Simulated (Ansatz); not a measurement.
Take SnSe₂ in the CdI2 type structure (space group P-3m1, No. 164; a = 3.826 Å, c = 6.231 Å; layered, stacked along the Cartesian z axis) as the base. Axes: x lies along a and z along c of the hexagonal cell.

Perturbation: uniaxial strain ε_zz = +0.94 %, all other strain components held at zero; the atoms relax in the strained cell.

Levels (all Ansatz, a quantum-chemistry and plane-wave program, PAW): r2SCAN+rVV10 (500 eV, no spin-orbit coupling); HSE06+SOC (420 eV, with spin-orbit coupling).

The geometry is relaxed with r2SCAN+rVV10.

```
Item                     Value
---------------------  -------
r2SCAN+rVV10 band gap  0.98 eV
```

With HSE06+SOC at the same geometry, the band gap rises by 0.317 eV to 1.29 eV.

Single points use the geometry relaxed with r2SCAN+rVV10. HSE06 was sampled on its mesh, a few special points and the semilocal edge points, so its gap is an upper bound. Differences between runs with and without spin-orbit coupling are approximate. Stability against distortions was not tested.
